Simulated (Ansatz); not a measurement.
# Effect of Sn on a S site (antisite) on ZnCu2SnS4

Start from a 24-atom supercell of ZnCu2SnS4 (space group I-4, No. 82; a = 5.374 Å, c = 10.754 Å) at its relaxed geometry.

It is then changed as follows: one S atom is replaced by Sn, atoms relaxed at fixed cell, starting from a slightly rattled geometry.

Method: PBEsol (Ansatz, an electronic-structure program, PAW, no SOC). Γ-centred 4×4×2 mesh, Fermi–Dirac width 0.01 eV.

The pressure goes from zero to 2.4 GPa and the gap of the supercell rises by 0.06 eV, from 0.11 eV to 0.17 eV. The shift of the substituted atom off its lattice site comes out as 0.47 Å.

Final structure:

```xyz
24
Lattice="-2.6868 2.6868 5.3770 2.6868 -2.6868 5.3770 10.7474 5.3737 0.0000" Properties=species:S:1:pos:R:3 pbc="T T T"
Cu    -0.0042    -0.0972     0.0990
Cu     2.9645     3.0892     5.5056
Cu     8.0205     2.6066     5.4363
Cu     2.3574     0.2728     7.8061
Cu     5.4235     2.5979     2.6573
Cu     7.9949     5.2939     8.1369
Zn     2.6071    -0.1363     2.6426
Zn     5.3555     2.6840     8.0774
Zn     8.0729     5.3015     2.7541
Sn     0.0046    -0.0271     5.3001
Sn     5.3480    -0.0653     5.3672
Sn     5.4623     5.4068     5.4107
Sn     1.4792     1.8350     3.8511
S      6.7549     1.3838     4.0122
S      9.4921     4.1269     9.3580
S      1.1818     1.1915     9.4220
S      4.1332     4.0096     3.8839
S      9.2742     3.8187     4.0338
S      1.4070    -1.4720     6.8121
S      4.1105     1.2555     1.4354
S      6.8068     3.9205     6.7975
S      3.8995     1.4553     6.6977
S      6.6371     4.0419     1.4101
S      9.2460     6.6117     6.8229
```

The magnetic state is the one reached from the starting moments; the real material's order can differ, and small cells can't hold many antiferromagnetic ones. The cell is small, so the values are those of an ordered compound at a high defect concentration; dilute-limit values will differ. Seeded moments were not kept for Sn on a S site (antisite). Spin-polarised in the final run: Sn on a S site (antisite); the other runs are not. The defect cell is spin-polarised and ends with 0.0 μB. The zero or small gap of ZnCu2SnS4 can change with the level of theory.
